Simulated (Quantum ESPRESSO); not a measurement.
A self-consistent single point of C (Fd-3m, 2 atoms in the cell) with Quantum ESPRESSO.

Method of the run: PBE, SSSP 1.1.2 efficiency (PBE) pseudopotentials (plane waves; Quantum ESPRESSO).

The change in words: lattice scaled by 0.98. Reference geometry:
```
CELL_PARAMETERS angstrom
      0.00000     1.79426     1.79426
      1.79426     0.00000     1.79426
      1.79426     1.79426     0.00000
ATOMIC_POSITIONS crystal
  C  0.50000 0.50000 0.50000
  C  0.75000 0.75000 0.75000
```

Reference input (self-consistent single point, DFT, PBE, plane waves, SSSP 1.1.2 efficiency (PBE) pseudopotentials): ecutwfc = 45 Ry; ecutrho = 360 Ry; occupations = fixed; potentials = {C: C.pbe-n-kjpaw_psl.1.0.0.UPF}; K_POINTS = automatic 13 13 13 0 0 0; nbnd = 8; conv_thr = 1e-08 Ry; mixing_beta = 0.5. This run's input differs from it in these lines:

```diff
@@ -10,3 +10,3 @@
    ibrav = 0
-   celldm(1) = 4.7951226972
+   celldm(1) = 4.6992208847
    nat = 2
@@ -29,4 +29,4 @@
 ATOMIC_POSITIONS {angstrom}
-C     1.7942620000    1.7942620000    1.7942620000
-C     2.6913930000    2.6913930000    2.6913930000
+C     1.7583770000    1.7583770000    1.7583770000
+C     2.6375655000    2.6375655000    2.6375655000
 K_POINTS {automatic}
```

The program printed (abridged):

```
     Self-consistent Calculation

     iteration #  1     ecut=    45.00 Ry     beta= 0.50

     total energy              =     -36.86588719 Ry
     estimated scf accuracy    <       0.12628871 Ry

     iteration #  2     ecut=    45.00 Ry     beta= 0.50

     total energy              =     -36.86262201 Ry
     estimated scf accuracy    <       0.01869611 Ry

     iteration #  3     ecut=    45.00 Ry     beta= 0.50

     total energy              =     -36.86435987 Ry
     estimated scf accuracy    <       0.00019031 Ry

   [... 2 blocks of this kind left out ...]

     iteration #  6     ecut=    45.00 Ry     beta= 0.50

     total energy              =     -36.86439506 Ry
     estimated scf accuracy    <       0.00000004 Ry

     iteration #  7     ecut=    45.00 Ry     beta= 0.50
     End of self-consistent calculation

     highest occupied, lowest unoccupied level (ev):    14.1313   18.3828

!    total energy              =     -36.86439507 Ry
     estimated scf accuracy    <          4.5E-11 Ry

     convergence has been achieved in   7 iterations

     Forces acting on atoms (cartesian axes, Ry/au):

     atom    1 type  1   force =     0.00000000   -0.00000000    0.00000000
     atom    2 type  1   force =    -0.00000000    0.00000000   -0.00000000

     Total force =     0.000000     Total SCF correction =     0.000000

          total   stress  (Ry/bohr**3)                   (kbar)     P=      222.89
   0.00151520   0.00000000  -0.00000000          222.89        0.00       -0.00
   0.00000000   0.00151520  -0.00000000            0.00      222.89       -0.00
  -0.00000000  -0.00000000   0.00151520           -0.00       -0.00      222.89

   JOB DONE.
```

The run converged in 7 iterations. Against the reference run the free energy goes up by 16.6 meV/atom, the pressure goes from -5.72 to 22.29 GPa and the gap on the mesh goes from 4.119 to 4.251 eV.

The starting cell comes from a database of computed structures (which also holds hypothetical and non-ambient phases and stackings), without a prior relaxation at this level. Its lattice was rescaled by a random factor within 2.5 % of one. For this run, on top of that: lattice scaled by 0.98. With a pressure of about 22 GPa the cell is away from its equilibrium volume at this level.
